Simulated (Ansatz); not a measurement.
Start from InSb in the zinc blende structure (space group F-43m, No. 216; a = 6.5573 Å). Axes: x, y, z lie along the cube axes.

All numbers come from Ansatz (a first-principles code) r2SCAN, no spin-orbit coupling, earlier PAW set.

Base values:

The band gap is zero and the pressure is 0.0 GPa.

One thing is altered: uniaxial strain ε_zz = −5.40 %, all other strain components held at zero; the atoms relax in the strained cell.

Q: What does the calculation give for the band gap after the change?

A: The band gap becomes 0.16 eV (base: zero).

Q: What does the calculation give for the valence-band top at Γ after the change?

A: The valence-band top at Γ (three highest levels, from the VBM) comes out as 0.00, -0.27, -0.27 eV.

Q: What does the calculation give for the energy relative to the base after the change?

A: The energy grows by 21 meV/atom.

Q: What happens to the pressure?

A: The pressure (mean of the normal stresses, compression positive) goes from zero to 2.7 GPa.

With Sb present, leaving out spin-orbit coupling can change the band edges. No phonon test of stability was made. The final runs are not spin-polarised. Gaps under 0.05 eV, about the width of the smearing, are given as zero. The zero or small gap of InSb can change with the level of theory.
